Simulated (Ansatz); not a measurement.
# A self-consistent single point of Te (P3_121, 3 atoms in the cell) with Ansatz

Method: LDA (PW92), default PAW files made with PBE (plane waves; Ansatz, an electronic-structure program).

Input as run:

Ansatz 0.2 input:
```yaml
# Te
crystal:
  lattice:
    - [2.218850, -3.843161, 0.000000]
    - [2.218850, 3.843161, 0.000000]
    - [0.000000, 0.000000, 5.900350]
  atoms:
    - { symbol: Te, position_ang: [0.583558, 1.010751, 3.933567] }
    - { symbol: Te, position_ang: [3.270585, -0.000000, 0.000000] }
    - { symbol: Te, position_ang: [0.583558, -1.010751, 1.966783] }
basis:
  ecutwfc: 420.0 eV
kpoints:
  mp_grid: { grid: [7, 7, 4] }
hamiltonian:
  xc: lda
  pseudopotentials: { kind: paw }
scf:
  occupations: { method: fermi_dirac, width: 0.02 eV }
output:
  forces: true
  eigenvalues: true
  stress: true
```

Output (repeated stretches shortened):

```
WARN ansatz: RAYON_NUM_THREADS=1 ignored (pool sized by the plan → 1); use --threads N
Pseudopotentials: kind: paw
Pseudopotential: Te, paw, valence charge 16
Crystal: 3 atoms, lattice volume = 100.629 Å³
Basis set: ecut = 420 eV, 1969 PW (Γ)
Bands: 29, of which v1, the nominal top of the filled ones, is band 24 counted from 1 (23 counted from 0)
Symmetry: 6 space group operations
Space group: P3121 (ITA 152), of the structure as read, at distance tolerance 4.7e-5 Å
k-points: 28 of 196 (time reversal used)
PAW frozen core: Te, regenerated for the run's functional, and the local potential with it
Initial density: superposition of atomic densities (neutral atoms: chi_scale 0, normalization atom), corrected by the library's trained network
Initial wavefunctions: pseudopotential atomic-orbital guess
Eigensolver: davidson
Functional: x = slater, c = lda
SCF iter   1: F=—  HF=-20481.535190 eV  |F-HF|=—  |Δ(HF+E_count)|=         —  Δρ=4.25e-3  dr2=6.51e-3  ethr=1.77e-3  ⟨swp⟩=7.9  Hψ=3840  notcnv=0
all-band conjugate gradients solve this SCF's bands
preconditioner: auto → Resta (q_TF=auto, 2.412 Å⁻¹)
SCF iter   2: F=—  HF=-20481.530508 eV  |F-HF|=—  |Δ(HF+E_count)|=   4.68e-3  Δρ=2.34e-3  dr2=2.23e-3  ethr=1.36e-5  ⟨swp⟩=2.1  Hψ=1375  notcnv=0  defer=14
SCF iter   3: F=—  HF=-20481.529852 eV  |F-HF|=—  |Δ(HF+E_count)|=   6.57e-4  Δρ=3.22e-4  dr2=1.08e-4  ethr=4.65e-6  ⟨swp⟩=2.0  Hψ=1458  notcnv=0  defer=14
SCF iter   4: F=—  HF=-20481.529793 eV  |F-HF|=—  |Δ(HF+E_count)|=   5.82e-5  Δρ=9.93e-5  dr2=7.01e-6  ethr=2.24e-7  ⟨swp⟩=2.0  Hψ=1463  notcnv=0  defer=14
SCF iter   5: F=—  HF=-20481.529789 eV  |F-HF|=—  |Δ(HF+E_count)|=   4.24e-6  Δρ=3.16e-5  dr2=1.02e-6  ethr=1.46e-8  ⟨swp⟩=2.0  Hψ=1295  notcnv=0  defer=14
SCF iter   6: F=-20481.529789 eV  HF=-20481.529789 eV  |F-HF|=1.04e-8  |Δ(HF+E_count)|=   3.64e-7  Δρ=9.21e-6  dr2=9.07e-8  ethr=2.08e-10  ⟨swp⟩=6.6  Hψ=4044  notcnv=0
SCF 1 converged in 6 iterations: F = -20481.529789 eV  dr2 = 9.07e-8
SCF converged after 6 iterations
Free energy (F): -20481.529789 eV
Harris-Foulkes:  -20481.529789 eV  (|F-HF|=1.04e-8)
Internal energy: -20481.529789 eV  (E = F + TS)
E sigma→0 (E₀):  -20481.529789 eV
Fermi energy:    8.823190 eV
--- Per-component energies (eV) ---
  E_band       = -803.120282
  E_kinetic    = 544.665437
  E_local      = -3837.267505  (includes V_loc(G=0)·N_el)
  E_nonlocal   = -914.669528
  E_hartree    = 2432.285509
  E_xc         = -371.451928
  E_vxc        = -314.319069  (∫ρ·V_xc dr)
  E_paw        = -13529.098327  (= ΣΔE_a)
  E_vpaw       = -1146.095403  (= ΣTr[D̂ρ^β])
  E_aug_tail   = -0.000565  (compensation charges beyond the density's cutoff)
  E_ewald      = -4808.028865
  E_core_change = 2.035984  (= ΣΔE_core)
  E_smearing   = -0.000000  (= −TS)
  E_closure    = 0.000000  (closes the sum)
  Σ components = -20481.529789   (vs F -20481.529789, Δ=0.00e0)
--- Forces (eV/Å), atoms counted from 1 ---
  atom   1  Te     0.13984688     0.24222191     0.00000000
  atom   2  Te    -0.27969377     0.00000000    -0.00000000
  atom   3  Te     0.13984688    -0.24222191     0.00000000
  max |Σ_I F_I| component: 2.78e-17 eV/Å
--- Stress (GPa, compression-positive) ---
       -0.890893       0.000000       0.000000
        0.000000      -0.890893       0.000000
        0.000000       0.000000      -0.394782
  P = ⅓ Tr σ = -0.7255 GPa (-7.255 kbar)
  The stress holds the Pulay correction. Without it, at fixed plane waves, as pw.x and ABINIT print it: P = -0.7638 GPa
--- Band table (eV; the first three rows and the last of 28) ---
  k-point 0: bands = ["-28.6791", "-28.6791", "-28.6210", "-28.6142", "-28.6142", "-28.5375", "-28.4766", "-28.4731", "-28.4731", "-28.4382", "-28.4367", "-28.4367", "-28.4200", "-28.3895", "-28.3895", "-5.1846", "-1.8132", "-1.8132", "5.4988", [...]
  k-point 1: bands = ["-28.6970", "-28.6544", "-28.6236", "-28.6223", "-28.6008", "-28.5515", "-28.4768", "-28.4767", "-28.4682", "-28.4387", "-28.4378", "-28.4359", "-28.4125", "-28.3917", "-28.3906", "-4.9548", "-3.1964", "-0.3862", "5.0474", [...]
  k-point 2: bands = ["-28.7034", "-28.6336", "-28.6336", "-28.6252", "-28.5789", "-28.5789", "-28.4775", "-28.4775", "-28.4656", "-28.4400", "-28.4366", "-28.4366", "-28.3998", "-28.3998", "-28.3914", "-4.2777", "-4.2777", "0.3556", "4.5356", [...]
  k-point 27: bands = ["-28.7023", "-28.6315", "-28.6308", "-28.6220", "-28.5778", "-28.5772", "-28.4791", "-28.4784", "-28.4639", "-28.4443", "-28.4348", "-28.4340", "-28.4122", "-28.4116", "-28.3757", "-3.4714", "-3.3548", "-1.4151", "3.2888", [...]
```

The run converged in 6 iterations.

The starting cell has typed, rounded lattice constants, without a prior relaxation at this level. Its lattice was rescaled by up to half a per cent. Spin-orbit coupling is off. Ansatz's pressure includes its estimate of the finite-basis (Pulay) stress.
